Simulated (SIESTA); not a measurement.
**A self-consistent single point of SrMg₆Zn (Amm2, 8 atoms in the cell) with SIESTA**

Method: GGA PBEsol, numerical atomic orbitals DZP, PseudoDojo PBEsol standard norm-conserving potentials (rewritten from UPF to PSML) in SIESTA.

Input:

```
# files in the folder: Sr.psml Mg.psml Zn.psml (PseudoDojo PBEsol standard)
SystemName  SrMg6Zn
SystemLabel siesta

NumberOfAtoms                8
NumberOfSpecies              3
%block ChemicalSpeciesLabel
  1 38 Sr
  2 12 Mg
  3 30 Zn
%endblock ChemicalSpeciesLabel
LatticeConstant              1.0 Bohr
%block LatticeVectors
     9.549126258    0.000000000    0.000000000
     0.000000000    6.299927380   10.888535790
     0.000000000   -6.299927380   10.888535790
%endblock LatticeVectors
AtomicCoordinatesFormat      Ang
%block AtomicCoordinatesAndAtomicSpecies
     2.526590000    0.000000000    7.771968871  1
     0.000000000   -1.798173178    6.592494635  2
     0.000000000    1.798173178    6.592494635  2
     0.000000000   -0.000000000    3.811885565  2
     2.526590000   -1.734297991    4.849845940  2
     2.526590000    1.734297991    4.849845940  2
     2.526590000   -0.000000000    1.872523386  2
     0.000000000   -0.000000000    9.754545788  3
%endblock AtomicCoordinatesAndAtomicSpecies

XC.functional                GGA
XC.authors                   PBEsol
PAO.BasisSize                DZP
PAO.EnergyShift              0.01 Ry
MeshCutoff                   400 Ry
%block kgrid.MonkhorstPack
    5   0   0  0.0
    0   4   0  0.0
    0   0   4  0.0
%endblock kgrid.MonkhorstPack
OccupationFunction           MP
OccupationMPOrder            1
ElectronicTemperature        0.2 eV

MaxSCFIterations             150
SCF.Mixer.Method             Pulay
SCF.Mixer.Weight             0.25
SCF.Mixer.History            6
SCF.DM.Tolerance             1.0E-05
Diag.ParallelOverK           true
WriteForces                  true
```

Output (repeated stretches shortened):

```
reinit: Reading from file input.fdf

reinit: System Name: SrMg6Zn
reinit: System Label: siesta

coor:   Atomic-coordinates input format  =     Cartesian coordinates
coor:                                          (in Angstroms)

siesta: Atomic coordinates (Bohr) and species
siesta:      4.77456   0.00000  14.68689  1        1
siesta:      0.00000  -3.39805  12.45801  2        2
siesta:      0.00000   3.39805  12.45801  2        3
siesta:      0.00000  -0.00000   7.20342  2        4
siesta:      4.77456  -3.27735   9.16488  2        5
siesta:      4.77456   3.27735   9.16488  2        6
siesta:      4.77456  -0.00000   3.53856  2        7
siesta:      0.00000  -0.00000  18.43342  3        8

siesta: System type = bulk

initatomlists: Number of atoms, orbitals, and projectors:      8    82    84

siesta: ******************** Simulation parameters ****************************
redata: Spin configuration                          = none
redata: Time-Reversal Symmetry                      = T
redata: Number of Atomic Species                    =        3
redata: Mesh Cutoff                                 =   400.0000 Ry
redata: Net charge of the system                    =     0.0000 |e|
redata: Min. number of SCF Iter                     =        0
redata: Max. number of SCF Iter                     =      150
redata: SCF convergence failure will abort job
redata: SCF mix quantity                            = Hamiltonian
redata: Mix DM or H after convergence               =   F
redata: Recompute H after scf cycle                 =   F
redata: Mix DM in first SCF step                    =   T
redata: No kicks to SCF
redata: DM Mixing Weight for Kicks                  =     0.5000
redata: Require Harris convergence for SCF          =   F
redata: Harris energy tolerance for SCF             =     0.000100 eV
redata: Require DM convergence for SCF              =   T
   [... lines left out ...]
diag: Used triangular part                          = Lower
diag: Absolute tolerance                            =  0.100E-15
diag: Orthogonalization factor                      =  0.100E-05
diag: Memory factor                                 =  1.0000

superc: Internal auxiliary supercell:     5 x     3 x     3  =      45
superc: Number of atoms, orbitals, and projectors:    360   3690   3780

                        Single-point calculation

superc: Internal auxiliary supercell:     5 x     3 x     3  =      45
superc: Number of atoms, orbitals, and projectors:    360   3690   3780

outcell: Unit cell vectors (Ang):
        5.053180    0.000000    0.000000
        0.000000    3.333778    5.761965
        0.000000   -3.333778    5.761965

outcell: Cell vector modules (Ang)   :    5.053180    6.656900    6.656900
outcell: Cell angles (23,13,12) (deg):     60.1059     90.0000     90.0000
outcell: Cell volume (Ang**3)        :    194.1342
new_DM -- step:     1
Initializing Density Matrix...

Attempting to read DM from file... Failed...
DM filled with atomic data:

InitMesh: MESH = 64 x 72 x 72 = 331776
InitMesh: Mesh cutoff (required, used) =   400.000   430.166 Ry

stepf: Methfessel-Paxton step function
       Using Hermite-Gauss polynomials of order  1
        iscf     Eharris(eV)        E_KS(eV)     FreeEng(eV)     dDmax    Ef(eV) dHmax(eV)
   scf:    1   -15347.848728   -15981.260070   -15981.281713  3.208141 -1.344910130.779357
   scf:    2   -16090.058398   -16251.218347   -16251.215051  3.616508 -2.934590 50.411273
   scf:    3   -16297.807279   -16277.208436   -16277.207071  0.531265 -2.791887 28.743795
   scf:    4   -16292.333476   -16286.759647   -16286.758453  0.843818 -2.756370  9.174821
   scf:    5   -16287.512296   -16287.359596   -16287.358785  0.269103 -2.766551  2.046185
   scf:    6   -16286.962109   -16287.465068   -16287.463231  0.408427 -2.753665  4.546758
   [... 4 lines left out ...]
   scf:   11   -16287.695675   -16287.695677   -16287.694164  0.000402 -2.776298  0.003430
   scf:   12   -16287.695675   -16287.695676   -16287.694164  0.000200 -2.776464  0.000849
   scf:   13   -16287.695675   -16287.695676   -16287.694164  0.000034 -2.776499  0.000364
   scf:   14   -16287.695675   -16287.695675   -16287.694164  0.000021 -2.776539  0.000034
   scf:   15   -16287.695675   -16287.695675   -16287.694164  0.000001 -2.776542  0.000017
SCF Convergence by DM+H criterion
max |DM_out - DM_in|         :     0.0000008799
max |H_out - H_in|      (eV) :     0.0000171299
SCF cycle converged after 15 iterations

Using DM_out to compute the final energy and forces

siesta: E_KS(eV) =           -16287.6957

siesta: E_KS - E_eggbox =    -16287.6957

siesta: Atomic forces (eV/Ang):
     1   -0.000000   -0.000000    0.023976
     2    0.000000   -0.117525   -0.205316
     3    0.000000    0.117525   -0.205316
     4    0.000000   -0.000000    0.055185
     5   -0.000000    0.044177   -0.053646
     6   -0.000000   -0.044177   -0.053646
     7   -0.000000    0.000000    0.120334
     8    0.000000    0.000000    0.383693
   Tot   -0.000000   -0.000000    0.065263
   Max    0.383693
   Res    0.109338    sqrt( Sum f_i^2 / 3N )
   Max    0.383693    constrained

Stress tensor Voigt[x,y,z,yz,xz,xy] (kbar):      -24.66      -12.29      -24.31       -0.00       -0.00        0.00
(Free)E + p*V (eV/cell)   -16285.2202
Target enthalpy (eV/cell)   -16287.6942

siesta: Program's energy decomposition (eV):
siesta: Ebs     =     -3765.088749
siesta: Eions   =     19981.024522
siesta: Ena     =      1523.006983
siesta: Ekin    =      8275.066098
siesta: Enl     =     -4112.581956
siesta: Eso     =         0.000000
siesta: Edftu   =         0.000000
siesta: DEna    =       101.356654
siesta: DUscf   =         4.961759
siesta: DUext   =         0.000000
siesta: Ex      =     -1968.083274
siesta: Ec      =      -130.397417
siesta: Exc     =     -2098.480691
siesta: Eharris =    -16287.695675
siesta: Etot    =    -16287.695675
siesta: FreeEng =    -16287.694164

siesta: Atomic forces (eV/Ang):
siesta:      1   -0.000000   -0.000000    0.023976
siesta:      2    0.000000   -0.117525   -0.205316
siesta:      3    0.000000    0.117525   -0.205316
siesta:      4    0.000000   -0.000000    0.055185
siesta:      5   -0.000000    0.044177   -0.053646
siesta:      6   -0.000000   -0.044177   -0.053646
siesta:      7   -0.000000    0.000000    0.120334
siesta:      8    0.000000    0.000000    0.383693
siesta: ----------------------------------------
siesta:    Tot   -0.000000   -0.000000    0.065263

siesta: Stress tensor (static) (eV/Ang**3):
siesta:    -0.015389    0.000000   -0.000000
siesta:     0.000000   -0.007668   -0.000000
siesta:    -0.000000   -0.000000   -0.015174

siesta: Cell volume =        194.134203 Ang**3

siesta: Pressure (static):
siesta:                Solid            Molecule  Units
siesta:           0.00013880          0.00011952  Ry/Bohr**3
siesta:           0.01274373          0.01097396  eV/Ang**3
siesta:          20.41770750         17.58222915  kBar
```

The run converged in 15 iterations.

The starting cell comes from a database of computed structures (which also holds hypothetical and non-ambient phases and stackings), without a prior relaxation at this level. Its lattice was rescaled by a random factor within 2.5 % of one. Values carry the incompleteness of an atom-centred basis.

Cost on one core of a shared machine: roughly 30 s.
